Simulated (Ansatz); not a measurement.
The parent structure is CdS in the zinc blende structure (space group F-43m, No. 216; a = 5.878 Å).

Level of theory: r2SCAN (Ansatz, a first-principles code), no spin-orbit coupling.

Before the change:

The shortest interatomic distance is 2.545 Å, the electron mass is 0.15 mₑ (at Γ) and the band gap is 1.54 eV. The density comes out as 4.73 g/cm³.

Perturbation: full substitution Cd → Zn; the structure is relaxed again.

**Question.** How does this affect the shortest interatomic distance?

**Answer.** The shortest interatomic distance shrinks by 0.2116 Å (2.545 Å → 2.334 Å).

**Question.** What happens to the electron mass?

**Answer.** The electron mass goes from 0.15 mₑ (at Γ) to 0.19 mₑ (at Γ).

**Question.** What does the calculation give for the band gap after the change?

**Answer.** The band gap goes up by 1.16 eV, from 1.54 eV to 2.70 eV.

**Question.** What happens to the density?

**Answer.** The density decreases by 0.59 g/cm³ to 4.14 g/cm³.

Effective masses come from finite differences of ±0.01 Å⁻¹. No phonon test of stability was made.
